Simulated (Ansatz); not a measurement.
We consider LiF (model structure, F-43m, No. 216, 2 atoms in the cell), described by PBEsol (PAW; Ansatz, a program for electronic structure).

Numerical settings: plane-wave cutoff 520 eV, 14×14×14 k mesh, Fermi–Dirac smearing 0.01 eV, scalar-relativistic PAW data made under PBE.

Cell (relaxed at this level):

```
LiF
1.0
    0.00000     2.15508     2.15508
    2.15508     0.00000     2.15508
    2.15508     2.15508     0.00000
Li F
1 1
Direct
  0.00000   0.00000   0.00000
  0.25000   0.25000   0.25000
```

### Question
Predict the band gap and bulk modulus.

### Answer

band gap: 7.68 eV (on the SCF k mesh)
bulk modulus: 54.4 GPa

Note: the bulk modulus is −V dP/dV from two relaxed cells at ±2 % in volume; the relaxation could raise the start's symmetry but not lower it, so the cell can be a saddle point.

The computed numbers hold no vibrational or temperature effects.

It cost about 15 core-seconds (a rough figure) of CPU time.

A model structure was made by putting elements into a prototype or built by hand; it is no filed structure, need not be a known phase, and can be a saddle point held by its symmetry.
